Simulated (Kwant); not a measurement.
Kwant, Hückel tight-binding model, one pz orbital an atom, one spin, coherent transport at 0 K. Conductance is in e²/h.

Device: π system c1ccc2c(c1)[nH]c1ccccc12 between two chain leads. The π system is taken as planar. Atoms are numbered from 0 in the order of the SMILES. Site energies (eV, carbon 0): [0.0, 0.0, 0.0, 0.0, 0.0, 0.0, -3.6, 0.0, 0.0, 0.0, 0.0, 0.0, 0.0]. Bonds (i, j, β in eV): (0,1,-2.4) (1,2,-2.4) (2,3,-2.4) (3,4,-2.4) (4,5,-2.4) (4,6,-1.92) (6,7,-1.92) (7,8,-2.4) (8,9,-2.4) (9,10,-2.4) (10,11,-2.4) (11,12,-2.4) (5,0,-2.4) (12,7,-2.4) (12,3,-2.4). Leads: chains of hopping −3.6 eV, joined by −1.2 eV to atoms 0 and 8.

Site energies and bond integrals are typed Hückel values.

Sweep values stay those of the base run.

One input was changed, with this effect: transmission at E = 0 0.00021 → 0.0058.

Question: Which change was it?
(A) contacts moved from atoms [0, 8] to [2, 11]
(B) contacts moved from atoms [0, 8] to [1, 5]
(C) contacts moved from atoms [0, 8] to [1, 11]
(D) contacts moved from atoms [0, 8] to [2, 5]
(E) contacts moved from atoms [0, 8] to [0, 10]
(F) contacts moved from atoms [0, 8] to [1, 2]

Answer: A, contacts moved from atoms [0, 8] to [2, 11]
